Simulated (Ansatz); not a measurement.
Worked example: self-consistent single point of Al2Si2H4O9 (P1, 17 atoms in the cell) in Ansatz (a quantum-chemistry and plane-wave program).

Method: LDA (PW92), default PAW files made with PBE (plane waves; Ansatz).

The change in words: lattice scaled by 1.03. Reference geometry:
```
Al2Si2H4O9
1.0
    5.15242     0.00000     0.00000
    2.56145     4.47186     0.00000
    0.74394     1.78488     7.13314
Al Si O H
2 2 9 4
Direct
  0.99274   0.19958   0.47829
  0.65933   0.87846   0.45971
  0.66744   0.67164   0.09580
  0.34722   0.32114   0.09561
  0.69232   0.61108   0.31569
  0.33065   0.21538   0.32390
  0.01692   0.49005   0.98877
  0.44166   0.57953   0.02985
  0.52431   0.04059   0.00368
  0.94082   0.97959   0.32177
  0.32441   0.88557   0.60819
  0.95431   0.49278   0.59861
  0.71906   0.12132   0.60603
  0.12993   0.78854   0.32861
  0.32650   0.76649   0.74183
  0.00751   0.45801   0.72442
  0.62548   0.14594   0.73183
```

Reference input (self-consistent single point, DFT, LDA (PW92), plane waves, default PAW files made with PBE): basis.ecutwfc = 420 eV; kpoints.mp_grid.grid = 4 4 3; hamiltonian.xc = lda; hamiltonian.pseudopotentials = {kind: paw} (the program's default PAW files); scf.occupations.method = fermi_dirac; scf.occupations.width = 0.1 eV. This run's input differs from it in these lines:

```diff
@@ -3,5 +3,5 @@
   lattice:
-    - [5.15241700, 0.00000000, 0.00000000]
-    - [2.56144800, 4.47186200, 0.00000000]
-    - [0.74394500, 1.78487600, 7.13314300]
+    - [5.30699000, 0.00000000, 0.00000000]
+    - [2.63829100, 4.60601800, 0.00000000]
+    - [0.76626300, 1.83842200, 7.34713700]
   atoms:
```

The program printed (abridged):

```
SCF iter   1: F=—  HF=-7317.976711 eV  |F-HF|=—  |Δ(HF+E_count)|=         —  Δρ=1.34e-2  dr2=2.92e-1  ethr=1.77e-3  ⟨swp⟩=6.9  Hψ=6926  notcnv=0  defer=84
all-band conjugate gradients solve this SCF's bands
preconditioner: auto → Resta (q_TF=auto, 2.343 Å⁻¹)
SCF iter   2: F=—  HF=-7317.892792 eV  |F-HF|=—  |Δ(HF+E_count)|=   8.39e-2  Δρ=4.29e-3  dr2=1.66e-2  ethr=4.06e-4  ⟨swp⟩=2.6  Hψ=2548  notcnv=0  defer=276
   [... lines left out ...]
SCF iter   6: F=—  HF=-7317.886654 eV  |F-HF|=—  |Δ(HF+E_count)|=   6.22e-5  Δρ=5.14e-5  dr2=8.65e-6  ethr=1.01e-7  ⟨swp⟩=2.3  Hψ=1764  notcnv=0  defer=276
SCF iter   7: F=—  HF=-7317.886657 eV  |F-HF|=—  |Δ(HF+E_count)|=   3.43e-6  Δρ=3.48e-5  dr2=2.02e-6  ethr=1.20e-8  ⟨swp⟩=2.0  Hψ=1799  notcnv=0  defer=276
SCF iter   8: F=—  HF=-7317.886657 eV  |F-HF|=—  |Δ(HF+E_count)|=   1.35e-8  Δρ=9.60e-6  dr2=1.65e-7  ethr=2.80e-9  ⟨swp⟩=2.0  Hψ=1852  notcnv=0  defer=276
SCF iter   9: F=-7317.886657 eV  HF=-7317.886657 eV  |F-HF|=3.66e-9  |Δ(HF+E_count)|=   3.75e-8  Δρ=2.69e-6  dr2=1.72e-8  ethr=1.39e-10  ⟨swp⟩=17.2  Hψ=7721  notcnv=0
SCF 1 converged in 9 iterations: F = -7317.886657 eV  dr2 = 1.72e-8
Free energy (F): -7317.886657 eV
Internal energy: -7317.886657 eV  (E = F + TS)
E sigma→0 (E₀):  -7317.886657 eV
Fermi energy:    4.421612 eV
--- Forces (eV/Å), atoms counted from 1 ---
  atom   1  Al     0.18163511     0.42618328     0.79132065
  atom   2  Al     0.46536670     0.28720864     2.01985908
  atom   3  Si     1.73252219    -0.79510114    -1.29523863
  atom   4  Si    -2.34120613     1.00580159     1.00467858
  atom   5  O      0.41130974    -0.61306995    -0.71719802
  atom   6  O      0.01339008    -0.17267564    -2.08864537
  atom   7  O     -1.53526214     1.64682074     2.41386393
  atom   8  O      1.32966511    -0.19781924     0.33140772
  atom   9  O      0.43954721    -1.53274420     0.35020520
   [... lines left out ...]
  atom  17  H      0.95807351    -0.83408178    -2.32093914
--- Stress (GPa, compression-positive) ---
      -14.953321       2.388740       2.031502
        2.388740     -13.561432      -1.262095
        2.031501      -1.262095     -17.889008
  P = ⅓ Tr σ = -15.4679 GPa (-154.679 kbar)
  The stress holds the Pulay correction. Without it, at fixed plane waves, as pw.x and ABINIT print it: P = -16.3519 GPa
```

The run converged in 9 iterations. Against the reference run the free energy goes up by 53.9 meV/atom, the pressure goes from -2.81 to -15.47 GPa, the largest force goes from 3.406 to 3.301 eV/Å and the gap on the mesh goes from 4.342 to 3.704 eV.

The starting cell comes from a database of published, mostly measured structures (it also holds non-ambient and calculated ones), without a prior relaxation at this level. Its atoms were displaced at random from the sites of space group no. 1. For this run, on top of that: lattice scaled by 1.03. Forces in this geometry exceed 1 eV/Å. Ansatz's pressure includes its estimate of the finite-basis (Pulay) stress. Without the estimate this run gives -16.35 GPa.

Cost on one core of a shared machine: roughly 30 s.

Keys are those of Ansatz 0.2.
